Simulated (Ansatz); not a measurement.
## PtGe under a change: pressure 1.8 GPa

Consider PtGe (space group Pnma, No. 62; a = 5.819 Å, b = 3.757 Å, c = 6.175 Å).

Perturbation: a hydrostatic pressure of 1.8 GPa.

Method: plane-wave PAW DFT at the PBE level (Ansatz, a quantum-chemistry and plane-wave program, 420 eV), scalar-relativistic without spin-orbit coupling. k-mesh 8×12×8 (Γ-centred); smearing 0.05 eV (Fermi–Dirac).

```json
[
 {"quantity": "volume per atom", "base": "16.87 Å³", "changed": "16.67 Å³", "shift": "-0.206 Å³"},
 {"quantity": "density", "base": "13.17 g/cm³", "changed": "13.34 g/cm³", "shift": "+0.163 g/cm³"},
 {"quantity": "shortest interatomic distance", "base": "2.508 Å", "changed": "2.504 Å", "shift": "-0.004 Å"},
 {"quantity": "band gap", "base": "zero", "changed": "zero", "shift": "–"}
]
```

Load acts through the strain it causes; cell and atoms are relaxed under it. Whether these cells are dynamically stable was not tested. All final runs are without spin polarisation.
